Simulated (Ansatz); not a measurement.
Consider Ir in the fcc (Cu type) structure (space group Fm-3m, No. 225; a = 3.8311 Å; relaxed with 0.1 eV smearing). Axes: x, y, z lie along the cube axes.

Level of theory: Kohn–Sham DFT with the PBEsol functional, run in Ansatz (an electronic-structure program) with PAW and 420 eV plane waves, scalar-relativistic without spin-orbit coupling.

Strains are applied to the cell and any free atomic positions relax; under biaxial strain the out-of-plane vector relaxes too.

One change was made to it. Results:

| quantity | base | after |
|---|---|---|
| volume per atom | 14.06 Å³ | 13.81 Å³ |
| energy relative to the base (free energy F) | 0 meV/atom | +14 meV/atom |

### Question
Which change produced these results?
(A) biaxial strain +2.00 %, plane normal [001], relaxed out of plane
(B) biaxial strain +1.50 %, plane normal [001], relaxed out of plane
(C) biaxial strain −1.50 %, plane normal [001], relaxed out of plane
(D) biaxial strain −0.50 %, plane normal [001], relaxed out of plane
(E) biaxial strain −1.00 %, plane normal [001], relaxed out of plane

### Answer
C, biaxial strain −1.50 %, plane normal [001], relaxed out of plane. For comparison, the energy relative to the base in the other runs: biaxial strain +1.50 %, plane normal [001], relaxed out of plane gives +13 meV/atom; biaxial strain +2.00 %, plane normal [001], relaxed out of plane gives +23 meV/atom; biaxial strain −0.50 %, plane normal [001], relaxed out of plane gives +1.5 meV/atom; biaxial strain −1.00 %, plane normal [001], relaxed out of plane gives +6.3 meV/atom.

Whether these cells are dynamically stable was not tested. The final runs are not spin-polarised.
